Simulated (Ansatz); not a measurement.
B20 (FeSi-type) MnGe, treated with r²SCAN in Ansatz (PAW).

Run with plane-wave cutoff 500 eV, 8×8×8 k mesh, Fermi–Dirac smearing 0.05 eV, spin-polarised start, scalar-relativistic PAW data made under PBE.

Computed at the level's own relaxed cell.

Q: Predict the volume per atom and lattice constant a.

A: 
* **volume per atom**: 13.83 Å³/atom
* **lattice constant a**: 4.800 Å

The run finds no gap.

Note: the magnetic order was assumed, not searched for or taken from measurement; the relaxation could not lower the start's symmetry, so the cell can be a saddle point above a distorted one.

The result took very roughly 19 core-minutes.

Ansatz is a quantum-chemistry and plane-wave program.
